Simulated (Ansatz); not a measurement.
Base system: Te (space group P3_121, No. 152; a = 4.6241 Å, c = 5.9034 Å; made of chains).

Now apply this change: cell and atoms relaxed at a pressure of 0.7 GPa.

Levels (all Ansatz, an electronic-structure program, PAW): r2SCAN (500 eV, spin-orbit coupling left out); HSE06 (420 eV, no SOC).

The geometry is relaxed with r2SCAN.

| Quantity | Result |
|---|---|
| r2SCAN band gap | 0.40 eV |

With HSE06 at the same geometry, the band gap increases by 0.28 eV to 0.68 eV.

Single points use the geometry relaxed with r2SCAN. Their cutoffs differ, which shifts pressures a little. The hybrid gap comes from the SCF mesh plus the semilocal run's edge points and a few special points and is an upper bound. Spin-orbit coupling, missing from the scalar runs, can matter with Te. Load acts through the strain it causes; cell and atoms are relaxed under it. Whether these cells are dynamically stable was not tested. No dispersion term is included, though the crystal is made of layers, chains or molecules, so its spacings can come out too wide.
